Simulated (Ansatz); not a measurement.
**Pressure series in Si**

Start from Si in the diamond structure (space group Fd-3m, No. 227; a = 5.444 Å).

Cell and atoms are relaxed at each pressure.

All numbers come from Kohn–Sham DFT with the r2SCAN functional, run in Ansatz (a quantum-chemistry and plane-wave program) with PAW and 500 eV plane waves, no SOC.

Candidates:
(a) pressure 4.2 GPa
(b) pressure 60 GPa
(c) pressure 30 GPa

Before the change:

```
Item       Result
--------  -------
Band gap  0.78 eV
```

Problem. Order them by band gap, highest first.

Solution. (a) pressure 4.2 GPa (0.70 eV), (c) pressure 30 GPa (0.34 eV), (b) pressure 60 GPa (zero)

Load acts through the strain it causes; cell and atoms are relaxed under it. Stability against distortions was not tested. Measured, Si leaves this structure (for the β-tin structure) near 12 GPa (room temperature; as listed in arXiv:1906.07825). The zero or small gap of Si under pressure 60 GPa can change with the level of theory.
